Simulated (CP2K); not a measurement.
Checking a run of CP2K on Cd₂P (Pn-3m, 6 atoms in the cell). The aim is a self-consistent single point with DFT LDA (Pade form), GPW, DZVP-MOLOPT-SR-GTH basis, GTH-PADE potentials (GTH_POTENTIALS).

Input:

```
&GLOBAL
  PROJECT calc
  RUN_TYPE ENERGY_FORCE
  PRINT_LEVEL LOW
&END GLOBAL
&FORCE_EVAL
  METHOD Quickstep
  STRESS_TENSOR ANALYTICAL
  &DFT
    BASIS_SET_FILE_NAME BASIS_MOLOPT
    POTENTIAL_FILE_NAME GTH_POTENTIALS
    &QS
      METHOD GPW
      EPS_DEFAULT 1E-10
    &END QS
    &MGRID
      CUTOFF 500
      REL_CUTOFF 50
      NGRIDS 5
    &END MGRID
    &SCF
      SCF_GUESS ATOMIC
      EPS_SCF 1E-6
      MAX_SCF 100
      ADDED_MOS 1
      &DIAGONALIZATION
        ALGORITHM STANDARD
      &END DIAGONALIZATION
      &MIXING
        METHOD BROYDEN_MIXING
        ALPHA 0.3
        NBUFFER 12
        BETA 1
      &END MIXING
      &SMEAR ON
        METHOD METHFESSEL_PAXTON
        SIGMA [eV] 0.05
      &END SMEAR
    &END SCF
    &KPOINTS
      SCHEME MONKHORST-PACK 5 5 5
    &END KPOINTS
    &XC
      &XC_FUNCTIONAL PADE
      &END XC_FUNCTIONAL
    &END XC
    &PRINT
      &MO
        EIGENVALUES T
        OCCUPATION_NUMBERS T
        NDIGITS 8
        FILENAME mo
        &EACH
          QS_SCF 0
        &END EACH
        ADD_LAST NUMERIC
      &END MO
      &MULLIKEN OFF
      &END MULLIKEN
    &END PRINT
  &END DFT
  &SUBSYS
    &CELL
      A 5.73447100 0.00000000 0.00000000
      B 0.00000000 5.73447100 0.00000000
      C 0.00000000 0.00000000 5.73447100
      PERIODIC XYZ
    &END CELL
    &COORD
      SCALED
      Cd       0.25000000     0.75000000     0.75000000
      Cd       0.75000000     0.75000000     0.25000000
      Cd       0.75000000     0.25000000     0.75000000
      Cd       0.25000000     0.25000000     0.25000000
      P        0.00000000     0.00000000     0.00000000
      P        0.50000000     0.50000000     0.50000000
    &END COORD
    &KIND Cd
      BASIS_SET DZVP-MOLOPT-SR-GTH-q12
      POTENTIAL GTH-PADE-q12
    &END KIND
    &KIND P
      BASIS_SET DZVP-MOLOPT-SR-GTH-q5
      POTENTIAL GTH-PADE-q5
    &END KIND
  &END SUBSYS
  &PRINT
    &FORCES ON
    &END FORCES
    &STRESS_TENSOR ON
    &END STRESS_TENSOR
  &END PRINT
&END FORCE_EVAL
```

The program printed (abridged):

```
 GLOBAL| Method name                                                        CP2K
 GLOBAL| Project name                                                       calc
 GLOBAL| Run type                                                   ENERGY_FORCE

 TOTAL NUMBERS AND MAXIMUM NUMBERS

   [... lines left out ...]
                        eps_eigval:                                     1.00E-05
                        level_shift [a.u.]:                             0.000000
                        added MOs                                         1    0
                        Mixing method:                            BROYDEN_MIXING
                                                charge density mixing in g-space
                        Smear method:                          METHFESSEL_PAXTON
                        Smearing width (sigma) [a.u.]:                  1.84E-03
                        Accuracy threshold:                             1.00E-10
                        No outer SCF

 Extrapolation method: initial_guess

 Number of electrons:                                                         58
 Number of occupied orbitals:                                                 29
 Number of molecular orbitals:                                                30

 Number of orbital functions:                                                126
 Number of independent orbital functions:                                    126
 SCF WAVEFUNCTION OPTIMIZATION

  Step     Update method      Time    Convergence         Total energy    Change
     1 NoMix/Diag. 0.30E+00      -     1.06067570      -197.5957528087 -1.98E+02
     2 Broy./Diag. 0.30E+00      -     0.11364408      -198.8055223739 -1.21E+00
     3 Broy./Diag. 0.30E+00      -     0.20109300      -197.9014566695  9.04E-01
     4 Broy./Diag. 0.30E+00      -     0.01630308      -197.5041261059  3.97E-01
     5 Broy./Diag. 0.30E+00      -     0.01208334      -197.4284803005  7.56E-02
     6 Broy./Diag. 0.30E+00      -     0.00109022      -197.3914608275  3.70E-02
   [... 8 lines left out ...]
    15 Broy./Diag. 0.30E+00      -     0.00102468      -197.3861212285  2.90E-05
    16 Broy./Diag. 0.30E+00      -     0.00001352      -197.3861326391 -1.14E-05
    17 Broy./Diag. 0.30E+00      -     0.00000176      -197.3861584971 -2.59E-05
    18 Broy./Diag. 0.30E+00      -     0.00000087      -197.3861603491 -1.85E-06
  *** SCF run converged in    18 steps ***

  Overlap energy of the core charge distribution:               0.00000000184303
  Self energy of the core charge distribution:               -328.23190190416824
  Core Hamiltonian energy:                                    102.15412410240559
  Hartree energy:                                              57.82007260048464
  Exchange-correlation energy:                                -29.12837378271796
  Smearing free energy correction:                             -0.00008136651852
  Fermi energy:                                                 0.13067608581734

  Total energy:                                              -197.38616034907406

 ENERGY| Total FORCE_EVAL ( QS ) energy [hartree]           -197.386116005093271

   [... lines left out ...]
 STRESS|                        x                   y                   z
 STRESS|      x       -1.70767154765E+04   1.52779377925E-02  -1.27334066302E-01
 STRESS|      y        1.52779377925E-02  -1.74995771097E+04   2.28522842968E-01
 STRESS|      z       -1.27334066302E-01   2.28522842968E-01  -1.72616228539E+04
 STRESS| 1/3 Trace                                            -1.72793051467E+04
```

Q: Is this run sound? If not, what is wrong?

A: The results are close to the sound ones and would serve for rough work. The doubtful point is too few bands. The band count has to hold all valence electrons, and a smeared run needs empty bands on top for the tail of the occupations. The run converged in 18 iterations without an error; against the sound input the free energy rises by 1.8 meV/atom and the pressure moves little (-1.79 to -1.73 GPa).

An input that runs soundly differs in these lines (not the only fix; some lines may just follow from the change or write a value another way):
```diff
-      ADDED_MOS 1
+      ADDED_MOS 10
```

With that input, the run converged in 13 iterations: free energy E − TS -5371.1607 eV; Fermi level (on the code's own zero) 3.55 eV; pressure -1.79 GPa (DFT LDA (Pade form), GPW, DZVP-MOLOPT-SR-GTH basis, GTH-PADE potentials (GTH_POTENTIALS)).

On the sound input: the starting cell comes from a database of computed structures (which also holds hypothetical and non-ambient phases and stackings), without a prior relaxation at this level. Its lattice was rescaled by a random factor within 2.5 % of one. Values carry the incompleteness of an atom-centred basis. The run gives no clean gap (levels at the Fermi energy touch, overlap or are partly filled at this smearing), which alone does not show that the compound is a metal.
